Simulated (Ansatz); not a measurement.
A computed series for AlAs: pressure series

Consider AlAs in the wurtzite structure (space group P6_3mc, No. 186; a model cell, its experimental status unchecked).

```cif
data_Al2As2
_chemical_formula_sum 'Al2 As2'
_space_group_name_H-M_alt 'P 1'
_space_group_IT_number 1
_cell_length_a 4.00347
_cell_length_b 4.00347
_cell_length_c 6.58076
_cell_angle_alpha 90.000
_cell_angle_beta 90.000
_cell_angle_gamma 120.000
loop_
_space_group_symop_operation_xyz
  'x, y, z'
loop_
_atom_site_label
_atom_site_type_symbol
_atom_site_fract_x
_atom_site_fract_y
_atom_site_fract_z
_atom_site_occupancy
Al1 Al 0.66667 0.33333 0.99984 1
Al2 Al 0.33333 0.66667 0.49984 1
As1 As 0.66667 0.33333 0.62536 1
As2 As 0.33333 0.66667 0.12536 1
```

Cell and atoms are relaxed at each pressure.

Calculations: Ansatz (an electronic-structure program) PBEsol, scalar-relativistic without spin-orbit coupling.

```
change            width of the top valence band     density  c/a ratio
----------------  -----------------------------  ----------  ---------
base                                    2.53 eV  3.70 g/cm³      1.644
pressure −2 GPa                         2.44 eV  3.60 g/cm³      1.643
pressure −1 GPa                         2.49 eV  3.65 g/cm³      1.643
pressure 1.8 GPa                        2.60 eV  3.79 g/cm³      1.644
pressure 4.2 GPa                        2.68 eV  3.90 g/cm³      1.645
pressure 9 GPa                          2.86 eV  4.10 g/cm³      1.647
pressure 18 GPa                         3.13 eV  4.41 g/cm³      1.651
pressure 30 GPa                             [?]         [?]        [?]
pressure 45 GPa                         3.73 eV  5.11 g/cm³      1.673
pressure 60 GPa                         4.12 eV  5.43 g/cm³      1.702
```

Q: Fill in the withheld entries from the trend.

A: 
- pressure 30 GPa, width of the top valence band: 3.41 eV
- pressure 30 GPa, density: 4.75 g/cm³
- pressure 30 GPa, c/a ratio: 1.658

The levels and masses belong to the bands next to the band gap. Load acts through the strain it causes; cell and atoms are relaxed under it. Whether these cells are dynamically stable was not tested. No other phases were tried under pressure. This is not the structure that AlAs has at room temperature and ambient pressure.
